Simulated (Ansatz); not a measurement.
The parent structure is SnTe in the rock salt structure (space group Fm-3m, No. 225; a = 6.2891 Å). Axes: x, y, z lie along the cube axes.

Structures relaxed with PBEsol (Ansatz, a program for electronic structure; PAW; 420 eV plane waves; no SOC).

Base:

Simulated powder pattern, Mo Kα, λ = 0.71073 Å (kinematic, ideal powder, no thermal factors, no anomalous dispersion; the 14 strongest lines at most, above 2 %, up to 2θ = 40°):

```csv
2θ (°),I/Imax (%),hkl
12.98,100,(200)
18.39,81,(220)
22.58,30,(222)
26.13,15,(400)
29.27,42,(420)
32.14,31,(422)
37.28,9.5,(440)
39.64,19,(442)
```

It is then changed as follows: the cell is stretched by 1.00 % along z with no lateral relaxation, atoms relaxed at fixed cell.

After the change:

Simulated powder pattern, Mo Kα, λ = 0.71073 Å (kinematic, ideal powder, no thermal factors, no anomalous dispersion; the 14 strongest lines at most, above 2 %, up to 2θ = 40°):

| 2θ (°) | I/Imax (%) | hkl |
|---|---|---|
| 12.85 | 51 | (002) |
| 12.98 | 100 | (200) |
| 18.30 | 82 | (202) |
| 18.39 | 40 | (220) |
| 22.50 | 46 | (222) |
| 26.13 | 15 | (400) |
| 29.04 | 22 | (204) |
| 29.22 | 21 | (402) |
| 29.27 | 21 | (420) |
| 31.92 | 16 | (224) |
| 32.09 | 31 | (422) |
| 37.09 | 9.7 | (404) |
| 39.45 | 16 | (424) |
| 39.59 | 7.8 | (442) |

The indices refer to the base's conventional cell; one index is shown for lines that coincide. The space group is now I4/mmm (No. 139).

The cells carry an imposed strain or load. Stability against distortions was not tested.
